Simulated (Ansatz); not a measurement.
Base system: Al$_{2}$Cu (space group I4/mcm, No. 140; a = 6.006 Å, c = 4.790 Å). Axes: x, y, z lie along a, b, c of the conventional cell.

The values are results of r2SCAN/PAW in Ansatz (a quantum-chemistry and plane-wave program), without spin-orbit coupling, not measurements.

Strains are applied to the cell and any free atomic positions relax; under biaxial strain the out-of-plane vector relaxes too; under stress the whole cell relaxes.

One change was made to it. Results:

| quantity | base | after |
|---|---|---|
| energy relative to the base (free energy F) | 0 meV/atom | +0.3 meV/atom |
| volume per atom | 14.40 Å³ | 14.44 Å³ |
| band gap | zero | zero |

**Question.** What was done to the base?
A. biaxial strain +0.92 %, plane normal [001], relaxed out of plane
B. uniaxial strain ε_yy = −3.63 %
C. tensor shear ε_xy = −2.75 %
D. uniaxial stress, 1 GPa tension along x
E. biaxial strain +4.52 %, plane normal [001], relaxed out of plane

**Answer.** D, uniaxial stress, 1 GPa tension along x. For comparison, the energy relative to the base in the other runs: biaxial strain +0.92 %, plane normal [001], relaxed out of plane gives +1.7 meV/atom; uniaxial strain ε_yy = −3.63 % gives +11 meV/atom; biaxial strain +4.52 %, plane normal [001], relaxed out of plane gives +40 meV/atom; tensor shear ε_xy = −2.75 % gives +6.2 meV/atom.

A biaxial case was relaxed in a doubled cell and then solved in the primitive one. Without a gap, meshes like the base's 12×12×12 leave anisotropic stresses uncertain by several tenths of a GPa, and small strain energies with them. Beyond what the load breaks, stability against distortions was not tested. The final runs are not spin-polarised.
